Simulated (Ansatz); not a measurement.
Defect: Zr-vacancy pair (Zr on one host Ru site, one Ru site vacant) in hcp Ru, neutral cell. The step: Zr and the vacancy change places (Zr-vacancy distance between ideal sites 2.66 Å throughout); the atom moves 2.17 Å along (-0.56, -0.28, 0.40) of the unit cell; the moving atom starts with neighbours 2 Ru at 2.66, 2 Ru at 2.69, 2 Ru at 2.77, Ru at 2.82, 2 Ru at 2.85, 2 Ru at 2.88 Å and ends with 2 Ru at 2.66, 2 Ru at 2.69, 2 Ru at 2.77, Ru at 2.82, 2 Ru at 2.85, 2 Ru at 2.88 Å. A PBE band in Ansatz (plane-wave PAW, a 2×2×2 k-point mesh shifted by half a step along c, 36 host sites, 17 SCF runs with any check of the saddle's order, static, no finite-size correction) gives a forward barrier of 0.52 eV. The saddle point's order was not checked, and it lies on a symmetry element of the cell, where a band can be held. Forms of the defect that were not tried may lie lower.

Single points at the band's start and saddle point can refine it. Rough cost of one point, in units of the band's mean SCF on the same machine:

```json
[
 {"Level": "PBE, a 4×4×4 k-point mesh shifted by half a step along c", "Cost of one point": "about 7"},
 {"Level": "r2SCAN at 500 eV, a 2×2×2 k-point mesh shifted by half a step along c", "Cost of one point": "about 3"}
]
```

**Question.** Which of these move the barrier by more than 0.1 eV, and how far does each move it?

**Answer.** PBE, a 4×4×4 k-point mesh shifted by half a step along c: -0.16 eV; r2SCAN at 500 eV, a 2×2×2 k-point mesh shifted by half a step along c: 0.00 eV. Each functional is compared with PBE at the same k-points.

Ansatz is an electronic-structure program.
